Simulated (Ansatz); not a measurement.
# What isotropic strain −0.50 % does to MgO

Consider MgO in the rock salt structure (space group Fm-3m, No. 225; a = 4.254 Å).

Now apply this change: the cell is scaled by 0.9950 in all directions; the atoms relax in the strained cell.

Computed with PBE in Ansatz (plane waves to 420 eV, PAW, spin-orbit coupling left out). Γ-centred 13×13×13 mesh, Fermi–Dirac width 0.05 eV.

The volume per atom shrinks by 0.14 Å³ to 9.48 Å³ and the space group stays Fm-3m (No. 225). The shortest interatomic distance drops by 0.011 Å to 2.116 Å and the energy increases by 1.1 meV/atom. The band gap grows by 0.14 eV (4.46 eV → 4.60 eV) and the gap character remains direct at Γ. The mean gap deformation potential ΔEg/Δln V is -9.5 eV and the width of the top valence band rises by 0.03 eV, from 1.71 eV to 1.74 eV. The electron mass remains 0.34 mₑ (at Γ) and the hole mass (degenerate bands, along [100]) becomes 0.39, 2.1, 2.1 mₑ (at Γ) (base: 0.38, 2.2, 2.2 mₑ (at Γ)).

Masses are band curvatures over ±0.01 Å⁻¹ around the edge. Stability against distortions was not tested.

Ansatz is a quantum-chemistry and plane-wave program.
